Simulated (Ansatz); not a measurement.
## SrSi2: strain tensor (xx, yy, zz, yz, xz, xy) = (−0.50, +2.09, +0.87, +0.18, +0.60, −0.22) %

The parent structure is SrSi$_{2}$ (space group P4_132, No. 213; a = 6.491 Å). Axes: x, y, z lie along the cube axes.

One thing is altered: strain tensor (xx, yy, zz, yz, xz, xy) = (−0.50, +2.09, +0.87, +0.18, +0.60, −0.22) %, atoms relaxed at fixed cell.

The values are results of PBEsol in Ansatz (plane waves to 420 eV, PAW, spin-orbit coupling left out), not measurements. Γ-centred 6×6×6 mesh, Fermi–Dirac width 0.05 eV.

The volume per atom increases by 0.56 Å³ to 23.35 Å³ and the space group becomes P1 (No. 1) (base: P4_132 (No. 213)). The energy grows by 3.9 meV/atom and the pressure (mean of the normal stresses, compression positive) goes from zero to -1.4 GPa. The band gap stays zero and the largest internal atomic displacement is 0.022 Å. The stress (xx, yy, zz, yz, xz, xy; compression positive) is (-1.0, -1.8, -1.5, -0.2, -0.5, 0.2) GPa (rough).

Without a gap, meshes like the base's 6×6×6 leave anisotropic stresses uncertain by several tenths of a GPa, and small strain energies with them. Stability against distortions was not tested. The final runs are not spin-polarised. The zero or small gap of SrSi2 can change with the level of theory.

Ansatz is a first-principles code.
